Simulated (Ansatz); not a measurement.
## BeS: holes 7.0×10^20 cm⁻³

Consider BeS in the zinc blende structure (space group F-43m, No. 216; a = 4.869 Å).

One thing is altered: hole doping at 7.0×10^20 cm⁻³ (0.0202 per cell), with a uniform compensating background at fixed cell and a 300 K Fermi–Dirac width.

Level of theory: DFT with r2SCAN, PAW potentials and a 500 eV plane-wave cutoff in Ansatz (an electronic-structure program), no spin-orbit coupling. Settings: 27×27×27 k-points, 0.0259 eV Fermi–Dirac smearing.

```json
[
 {"quantity": "gap between the host's bands", "base": "3.59 eV", "changed": "3.61 eV", "shift": "+0.02 eV"},
 {"quantity": "gap character", "base": "indirect, Γ → X", "changed": "indirect, Γ → X", "shift": "–"},
 {"quantity": "Fermi level relative to the doped band's edge (positive inside the band; to 0.05 eV)", "base": "–", "changed": "+0.10 eV", "shift": "–"}
]
```

Cost of the whole job for the changed cell (relaxation, final SCF and bands): roughly 60 core-seconds.

Carriers are added with a uniform compensating background; total energy and stress of such cells depend on the potential's zero and are not compared; many-body gap narrowing is missing at this level. Whether these cells are dynamically stable was not tested.
